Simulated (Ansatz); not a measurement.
**Ta2Se, response to strain**

Base system: Ta2Se (space group P4/nmm, No. 129; a = 3.367 Å, c = 10.001 Å; layered, stacked along the Cartesian z axis). Axes: x, y, z lie along a, b, c of the conventional cell.

Strains are applied to the cell and any free atomic positions relax; under biaxial strain the out-of-plane vector relaxes too.

The values are results of r2SCAN+rVV10/PAW in Ansatz (a first-principles code), scalar-relativistic without spin-orbit coupling, not measurements.

Notes on the quantities. energy relative to the base: free energy F; pressure: mean of the normal stresses, compression positive.

```csv
case,energy relative to the base,pressure,volume per atom
base,0 meV/atom,0.0 GPa,18.89 Å³
"biaxial strain +3.56 %, plane normal [001], relaxed out of plane",–,-7.6 GPa,19.77 Å³
isotropic strain +0.45 %,(withheld),(withheld),19.15 Å³
uniaxial strain ε_xx = −1.13 %,+1.9 meV/atom,1.6 GPa,18.68 Å³
uniaxial strain ε_zz = −0.38 %,+0.1 meV/atom,(withheld),18.82 Å³
```

Task: Complete the table.

Result: 
- isotropic strain +0.45 %, energy relative to the base: +1.1 meV/atom
- isotropic strain +0.45 %, pressure: -1.4 GPa
- uniaxial strain ε_zz = −0.38 %, pressure: 0.2 GPa

Without a gap, meshes like the base's 14×14×5 leave anisotropic stresses uncertain by several tenths of a GPa, and small strain energies with them. No phonon test of stability was made. All final runs are without spin polarisation.
